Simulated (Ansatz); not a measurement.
SiC (model structure, started from the GeS type, Pnma, No. 62, 8 atoms in the cell), treated with r²SCAN in Ansatz (PAW).

Run with plane-wave cutoff 560 eV, 8×18×16 k mesh (along the axes of the cell as run), Fermi–Dirac smearing 0.05 eV, scalar-relativistic PAW data made under PBE.

Computed at the level's own relaxed cell.

```yaml
crystal:
  lattice:
    - [5.78481, 0.00000, 0.00000]
    - [0.00000, 3.12486, 0.00000]
    - [0.00000, 0.00000, 5.18453]
  atoms:
    - { symbol: Si, position: [0.15938, 0.25000, 0.40433] }
    - { symbol: Si, position: [0.34062, 0.75000, 0.90433] }
    - { symbol: Si, position: [0.84062, 0.75000, 0.59567] }
    - { symbol: Si, position: [0.65938, 0.25000, 0.09567] }
    - { symbol: C, position: [0.82336, 0.25000, 0.39693] }
    - { symbol: C, position: [0.67664, 0.75000, 0.89693] }
    - { symbol: C, position: [0.17664, 0.75000, 0.60307] }
    - { symbol: C, position: [0.32336, 0.25000, 0.10307] }
```

Problem. List the 22 lowest band energies at Γ above −25 eV (eV, relative to the valence band maximum), grouping those that round alike.

Solution. At Γ: -16.12, -13.96, -12.80, -10.97, -7.52, -7.36, -5.67, -5.36, -4.26, -3.80, -2.30, -1.42, -0.98, -0.45, -0.15, -0.01, 3.56, 5.06, 5.50, 5.62, 6.06, 7.46.

Note: the relaxation could raise the start's symmetry but not lower it, so the cell can be a saddle point.

A model structure was made by putting elements into a prototype or built by hand; it is no filed structure, need not be a known phase, and can be a saddle point held by its symmetry.

Ansatz is a program for electronic structure.
